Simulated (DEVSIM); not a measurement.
Structure: abrupt Si n-p junction, at 300 K.

Layer 1 from the left is Si, thickness (μm) 1.00, Nd (cm⁻³) 2.7e16, τn (s) 0.00083, τp (s) 0.00083. Layer 2 from the left is Si, thickness (μm) 2.00, Na (cm⁻³) 1.1e17, τn (s) 0.00083, τp (s) 0.00083.

Left contact: ohmic. Right contact: ohmic. Voltage is applied to the left contact. Recombination: SRH at mid-gap, radiative. Mobility is constant in doping.

This is a model device: material constants are rounded textbook-type values typed into the input, and sizes, dopings and lifetimes were drawn at random. Values at 300 K.

Si: gap (eV) 1.124, affinity (eV) 4.05, permittivity 11.7, Nc (cm⁻³) 2.86e19, Nv (cm⁻³) 3.1e19, μn (cm²/Vs) 1417, μp (cm²/Vs) 470, B (cm³/s) 4.7e-15.

Estimate by hand the built-in potential, the peak field at zero bias, the capacitance at 3 V, and compare with a numerical solution.


- Built-in potential: ni = √(Nc Nv) exp(−Eg/2kT) = 1.08e10 cm⁻³ with Eg = 1.124 eV; Vbi = kT/q ln(Na Nd/ni²) = 0.798 V; numerical 0.798 V.
- Peak field at zero bias: depletion approximation: W = √(2εVbi/(qN)) = 0.218 μm with N = 2.17e16 cm⁻³; field = 2Vbi/W = 73200 V/cm; numerical 70800 V/cm (estimate above by 3.4 %).
- Capacitance at 3 V: C = √(qεN / 2(Vbi + |V|)) = 21.8 nF/cm²; numerical 21.9 nF/cm² (estimate below by 0.70 %).

Simulated with DEVSIM: 1D drift-diffusion, Boltzmann statistics, complete ionisation; no tunnelling, impact ionisation, image-force lowering or self-heating.
